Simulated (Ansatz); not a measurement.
## Rock-salt LaS

The numbers are results of PBEsol in Ansatz (plane waves, PAW), not measurements.

Settings: plane-wave cutoff 500 eV, 12×12×12 k mesh, Fermi–Dirac smearing 0.05 eV, scalar-relativistic PAW data made under PBE.

Cell (relaxed at this level):

```cif
data_La4S4
_chemical_formula_sum 'La4 S4'
_space_group_name_H-M_alt 'Fm-3m'
_space_group_IT_number 225
_space_group_name_Hall '-F 4 2 3'
_cell_length_a 5.80485
_cell_length_b 5.80485
_cell_length_c 5.80485
_cell_angle_alpha 90.000
_cell_angle_beta 90.000
_cell_angle_gamma 90.000
loop_
_atom_site_label
_atom_site_type_symbol
_atom_site_symmetry_multiplicity
_atom_site_Wyckoff_symbol
_atom_site_fract_x
_atom_site_fract_y
_atom_site_fract_z
_atom_site_occupancy
La1 La 4 a 0.00000 0.00000 0.00000 1
S1 S 4 b 0.50000 0.50000 0.50000 1
```
(The calculation used a cell of 2 atoms; values per cell refer to that cell.)

```yaml
band_gap: zero (no gap)
```

Note: the relaxation could not lower the start's symmetry, so the cell can be a saddle point above a distorted one.

Spin–orbit coupling is not included.

Computed values are for the static lattice.

Ansatz is a quantum-chemistry and plane-wave program.
